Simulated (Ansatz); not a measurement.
HgS (model structure, started from the cinnabar type, P3₂21, No. 154, 6 atoms in the cell) was calculated with PBEsol (PAW; Ansatz, a program for electronic structure).

Numerical settings: plane-wave cutoff 520 eV, 12×12×4 k mesh (along the axes of the cell as run), Fermi–Dirac smearing 0.01 eV, scalar-relativistic PAW data made under PBE.

Cell (relaxed at this level):

```
HgS
1.0
    4.14037     0.00000     0.00000
   -2.07018     3.58566     0.00000
    0.00000     0.00000     9.40867
Hg S
3 3
Direct
  0.71064   0.00000   0.66667
  0.00000   0.71064   0.33333
  0.28936   0.28936   0.00000
  0.49947   0.00000   0.16667
  0.00000   0.49947   0.83333
  0.50053   0.50053   0.50000
```

Task: Give the computed band gap and smallest direct gap on the k points sampled.

Result: 
- band gap: 1.23 eV
- smallest direct gap on the k points sampled: 1.27 eV

Spin–orbit coupling is not included.

The computed numbers hold no vibrational or temperature effects.

Computing time: very roughly 50 core-seconds.

A model structure was made by putting elements into a prototype or built by hand; here it ended with the formula and space group of a phase in our tables.
